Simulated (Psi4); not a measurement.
Psi4 1.11, PBE/def2-svp: [O]c1ccccc1, charge -1, multiplicity 1, 12 atoms. The geometry is a generated start, not checked to be a minimum at this level.

```
Item                                                 Value
--------------------------  ------------------------------
task                                                energy
method                                                 pbe
basis                                             def2-svp
memory                                                3 GB
maxiter                                                100
keys of the molecule block                     symmetry c1
scf_type                                      df (default)
guess                       auto, which took SAD (default)
scf_initial_accelerator                    adiis (default)
e_convergence                              1e-06 (default)
d_convergence                              1e-06 (default)
dft_radial_points                             75 (default)
dft_spherical_points                         302 (default)
basis functions                                        123
grid points                                         253239
```

```xyz
12

O      2.5368     0.9113     0.1720
C      1.3522     0.4873     0.0937
C      0.3024     1.2238    -0.5461
C     -0.9831     0.7503    -0.6296
C     -1.3364    -0.4813    -0.0908
C     -0.3504    -1.2306     0.5395
C      0.9405    -0.7742     0.6323
H      0.5551     2.1888    -0.9745
H     -1.7460     1.3485    -1.1277
H     -2.3557    -0.8473    -0.1628
H     -0.6103    -2.1995     0.9649
H      1.6948    -1.3773     1.1290
```

Charge -1 and multiplicity 1 are set for this test and not shown to be the ground state.

One run each on 2 threads. Values of diis_max_vecs tried: 3, 6, 10 (default), 20.

How does the count of SCF iterations change with diis_max_vecs, and where is it least?

Fewest SCF iterations, within one of each other: 6 with 11, 10 (default) with 11, 20 with 11. The count rises to 25 at 3. All converge to one solution.

```tsv
diis_max_vecs	SCF iterations	end
3	25	same solution
6	11	same solution
10 (default)	11	same solution
20	11	same solution
```
